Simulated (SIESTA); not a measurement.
SIESTA run on Pb (Fm-3m, 1 atom in the cell): self-consistent single point.

Computed with SIESTA with GGA PBE, numerical atomic orbitals DZP, PseudoDojo PBE standard norm-conserving potentials (rewritten from UPF to PSML).

```
CELL_PARAMETERS angstrom
      0.00000     2.46758     2.46758
      2.46758     0.00000     2.46758
      2.46758     2.46758     0.00000
ATOMIC_POSITIONS crystal
  Pb 0.00000 0.00000 0.00000
```

Reference input (self-consistent single point, DFT, GGA PBE, numerical atomic orbitals DZP, PseudoDojo PBE standard norm-conserving potentials (rewritten from UPF to PSML)): XC.functional = GGA; XC.authors = PBE; potentials = PseudoDojo PBE standard; PAO.BasisSize = DZP; PAO.EnergyShift = 0.01 Ry; MeshCutoff = 300 Ry; kgrid.MonkhorstPack = 12 12 12; OccupationFunction = MP; OccupationMPOrder = 0; ElectronicTemperature = 100 meV; MaxSCFIterations = 150; SCF.Mixer.Method = Pulay. This run's input differs from it in these lines:

```diff
@@ -26,5 +26,5 @@
 %block kgrid.MonkhorstPack
-   12   0   0  0.0
-    0  12   0  0.0
-    0   0  12  0.0
+   11   0   0  0.5
+    0  11   0  0.5
+    0   0  11  0.5
 %endblock kgrid.MonkhorstPack
```

The program printed (abridged):

```
        iscf     Eharris(eV)        E_KS(eV)     FreeEng(eV)     dDmax    Ef(eV) dHmax(eV)
   scf:    1    -1901.170859    -1900.645348    -1900.648893  0.561469 -2.912803  2.633642
   scf:    2    -1900.788829    -1900.718891    -1900.722263  0.056864 -2.980051  1.887137
   scf:    3    -1900.848101    -1900.793451    -1900.796248  0.117278 -3.151731  0.037673
   scf:    4    -1900.793211    -1900.793365    -1900.796136  0.006071 -3.165600  0.079427
   scf:    5    -1900.793519    -1900.793464    -1900.796268  0.004801 -3.159424  0.007286
   scf:    6    -1900.793472    -1900.793468    -1900.796269  0.000396 -3.159979  0.000096
   scf:    7    -1900.793468    -1900.793468    -1900.796269  0.000004 -3.159984  0.000155
SCF Convergence by DM+H criterion
max |DM_out - DM_in|         :     0.0000042359
max |H_out - H_in|      (eV) :     0.0001549966
SCF cycle converged after 7 iterations

Using DM_out to compute the final energy and forces

siesta: E_KS(eV) =            -1900.7935

siesta: E_KS - E_eggbox =     -1900.7935

siesta: Atomic forces (eV/Ang):
     1   -0.000000   -0.000000    0.000000
   Tot   -0.000000   -0.000000    0.000000
   Max    0.000000
   Res    0.000000    sqrt( Sum f_i^2 / 3N )
   Max    0.000000    constrained

Stress tensor Voigt[x,y,z,yz,xz,xy] (kbar):      -44.74      -44.74      -44.74       -0.37       -0.37       -0.37
(Free)E + p*V (eV/cell)    -1899.9572
Target enthalpy (eV/cell)    -1900.7963

siesta: Program's energy decomposition (eV):
siesta: FreeEng =     -1900.796269

siesta: Stress tensor (static) (eV/Ang**3):
   [... lines left out ...]
siesta: Cell volume =         30.049765 Ang**3
siesta:          44.73719314         44.73719314  kBar
   [... lines left out ...]
               5dxy    5dyz    5dz2    5dxz    5dx2-y2 6dxy    6dyz    6dz2
               6dxz    6dx2-y2
   1 14.000   1.586   0.117   0.601   0.601   0.601   0.069   0.069   0.069
              1.982   1.982   1.994   1.982   1.994   0.074   0.074   0.065

              0.074   0.065

mulliken: Qtot =       14.000

Mulliken Atomic Populations:
Atom #   charge [q] valence [e]  Species
     1    -0.000000   14.000000  Pb
 Total    -0.000000
```

The run converged in 7 iterations. Against the reference run the free energy falls by 13.8 meV/atom and the pressure goes from 4.66 to 4.47 GPa.

The starting cell has typed, rounded lattice constants, without a prior relaxation at this level. Its lattice was rescaled by up to half a per cent. Values carry the incompleteness of an atom-centred basis.
